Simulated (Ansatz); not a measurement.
The parent structure is V in the diamond structure (space group Fd-3m, No. 227; a = 5.467 Å; ferromagnetic; a hypothetical phase, not in the database extracts checked).

(Cell as relaxed with PBE.)

Levels (all Ansatz, a quantum-chemistry and plane-wave program, PAW): PBE (420 eV, no SOC); PBEsol (420 eV, spin-orbit coupling left out).

Each level relaxes its own structure.

```json
[
 {"base": "volume per atom", "PBE": "20.43 Å³", "PBEsol": "19.27 Å³"},
 {"base": "lattice parameter a", "PBE": "5.467 Å", "PBEsol": "5.362 Å"},
 {"base": "band gap", "PBE": "zero", "PBEsol": "zero"},
 {"base": "largest site moment", "PBE": "1.45 μB", "PBEsol": "1.38 μB"}
]
```

The change: cell and atoms relaxed at a pressure of 5 GPa.

```json
[
 {"quantity": "largest site moment", "PBE": "1.38 μB", "PBEsol": "(withheld)"},
 {"quantity": "magnetic state", "PBE": "ferromagnetic", "PBEsol": "(withheld)"},
 {"quantity": "volume per atom", "PBE": "18.97 Å³", "PBEsol": "(withheld)"}
]
```

Question: Given the PBE results, estimate those of PBEsol.

Answer: 
- largest site moment, PBEsol: 1.23 μB
- magnetic state, PBEsol: ferromagnetic
- volume per atom, PBEsol: 17.86 Å³

PBE's largest site moment lies 0.15 μB above PBEsol's; PBE's volume per atom lies 1.105 Å³ above PBEsol's (6.2 %); the two agree on the magnetic state. Neither level is exact; PBEsol is the comparison here, not a measurement.

Other magnetic orders, which the real material may have, were not ruled out. Load acts through the strain it causes; cell and atoms are relaxed under it. No phonon test of stability was made. No other phases were tried under pressure.
